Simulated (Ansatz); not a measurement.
Results of r²SCAN (Ansatz, a first-principles code, plane waves, PAW) for WOs3 (model structure, started from the A15 type, Pm-3n, No. 223, 8 atoms in the cell).

Input:

Ansatz 0.2 input:
```yaml
crystal:
  lattice:
    - [4.8888604979, 0.0, 0.0]
    - [0.0, 4.8888604979, 0.0]
    - [0.0, 0.0, 4.8888604979]
  atoms:
    - { symbol: Os, position: [0.25, 0.0, 0.5] }
    - { symbol: Os, position: [0.75, 0.0, 0.5] }
    - { symbol: Os, position: [0.0, 0.5, 0.25] }
    - { symbol: Os, position: [0.0, 0.5, 0.75] }
    - { symbol: Os, position: [0.5, 0.25, 0.0] }
    - { symbol: Os, position: [0.5, 0.75, 0.0] }
    - { symbol: W, position: [0.0, 0.0, 0.0] }
    - { symbol: W, position: [0.5, 0.5, 0.5] }
basis:
  ecutwfc: 560
  ecutrho_ratio: 4
  xc_grid: 3
kpoints:
  mp_grid: { grid: [12, 12, 12] }
hamiltonian:
  xc: r2scan
  dispersion: none
  pseudopotentials: { kind: paw }
scf:
  occupations: { method: fermi_dirac, width: 0.05 }
output:
  forces: true
  stress: true
  eigenvalues: true
relax:
  f_tol: 0.004
  escape_saddle: false
  max_steps: 80
```

Excerpt of the program's output:

```
WARN output.stress: scf.convergence.dr2_threshold = 1e-7 eV (the SCF's general default) is looser than the 8e-10 eV advised for a printed stress (1e-10 eV for …
Relaxation: its limit of steps is 80 (relax.max_steps)
Crystal: 8 atoms, lattice volume = 116.848 Å³
Basis set: ecut = 560 eV, 3431 PW (Γ), exchange–correlation on 120×120×120 points (27 copies of the dense FFT grid, shifted against one another)
Bands: 75, of which v1, the nominal top of the filled ones, is band 62 counted from 1 (61 counted from 0)
Symmetry: 48 space group operations
Space group: Pm-3n (ITA 223), of the structure as read, at distance tolerance 4.9e-5 Å
k-points: 84 of 1728
Functional: x = r2scan, c = r2scan; τ floored in thin density (d = 2e-4 eV/Å³)
SCF iter   1: F=—  HF=-89176.397572 eV  |F-HF|=—  |Δ(HF+E_count)|=         —  Δρ=1.72e-2  dr2=2.82e-1  dr2_τ=2.56e-1
SCF iter   2: F=—  HF=-89176.511930 eV  |F-HF|=—  |Δ(HF+E_count)|=   1.14e-1  Δρ=8.38e-3  dr2=2.61e-2  dr2_τ=1.64e-2
  ...
SCF 1 converged in 7 iterations: F = -89176.521060 eV  dr2 = 1.85e-8
relax step   1: F+E_penalty+E_count = -89176.52106048 eV  Δ(F+E_penalty+E_count) = +0.000e0 eV  max|allowed force component| = 1.274e-17 eV/Å  Δτ_max = 0.0000 Å  (7 SCF iters, accepted)
Crystal: 8 atoms, lattice volume = 116.848 Å³
Initial density: handed on by an earlier stage of this run
SCF iter   1: F=—  HF=-89176.521060 eV  |F-HF|=—  |Δ(HF+E_count)|=         —  Δρ=4.11e-6  dr2=1.85e-8  dr2_τ=1.26e-9
SCF iter   2: F=-89176.521060 eV  HF=-89176.521060 eV  |F-HF|=1.64e-9  |Δ(HF+E_count)|=  7.28e-10  Δρ=2.22e-6  dr2=3.04e-9  dr2_τ=9.89e-10
SCF 2 converged in 2 iterations: F = -89176.521060 eV  dr2 = 3.04e-9
SCF converged after 2 iterations
Free energy (F): -89176.521060 eV
Internal energy: -89176.474000 eV  (E = F + TS)
E sigma→0 (E₀):  -89176.497530 eV
Fermi energy:    24.772814 eV
--- Forces (eV/Å), atoms counted from 1 ---
  atom   1  Os     0.00000000    -0.00000000     0.00000000
  atom   2  Os    -0.00000000     0.00000000     0.00000000
  atom   3  Os    -0.00000000     0.00000000    -0.00000000
  atom   4  Os     0.00000000     0.00000000     0.00000000
  atom   5  Os     0.00000000    -0.00000000     0.00000000
  atom   6  Os     0.00000000    -0.00000000     0.00000000
  atom   7  W      0.00000000     0.00000000     0.00000000
  atom   8  W      0.00000000    -0.00000000     0.00000000
--- Stress (GPa, compression-positive) ---
        7.723215       0.000000       0.000000
        0.000000       7.723215      -0.000000
        0.000000       0.000000       7.723215
  P = ⅓ Tr σ = 7.7232 GPa (77.232 kbar)
```

The cell is one volume of an energy–volume scan, off the minimum.

The PAW data were made under PBE.

Note: the run has no spin polarisation, so it can have missed a magnetic state. Note: the relaxation could raise the start's symmetry but not lower it, so the cell can be a saddle point.

Cost on a shared machine: about 2.6 core-minutes (a rough figure).

A model structure was made by putting elements into a prototype or built by hand; it is no filed structure, need not be a known phase, and can be a saddle point held by its symmetry.
